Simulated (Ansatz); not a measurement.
The starting structures come from a database of crystals and need not be the phases stable at ambient conditions.

 Where the default PAW files enter, the runs use the earlier of Ansatz's two default sets.

Evanescent states of GaP (R-3m, not sure to be the ambient phase, 4 atoms a cell, 21.0 Å³ an atom, -2 GPa at this level) along the normal of (110)

All values below come from r2SCAN (plane waves, PAW; Ansatz, a first-principles code).

The gap is the functional's own, uncorrected, and κ follows it; spin-orbit coupling is left out. Mid-gap values are interpolated between the computed energies.

Energies count from the valence-band top; κ is the least over a 6×6 mesh across the current.

```tsv
E (eV)	κ (1/Å)	where
0.04	0.029	Γ
0.10	0.049	Γ
0.17	0.063	Γ
0.24	…	Γ
0.32	…	Γ
0.39	…	Γ
0.46	…	Γ
0.53	…	Γ
0.59	…	Γ
0.67	…	Γ
0.73	…	Γ
0.81	…	Γ
0.88	0.106	Γ
0.94	0.090	Γ
1.01	0.064	off Γ
```

Question: Some entries are withheld; supply them.

Answer: 
- 0.24, κ (1/Å): 0.073
- 0.32, κ (1/Å): 0.081
- 0.39, κ (1/Å): 0.088
- 0.46, κ (1/Å): 0.094
- 0.53, κ (1/Å): 0.099
- 0.59, κ (1/Å): 0.103
- 0.67, κ (1/Å): 0.107
- 0.73, κ (1/Å): 0.110
- 0.81, κ (1/Å): 0.112
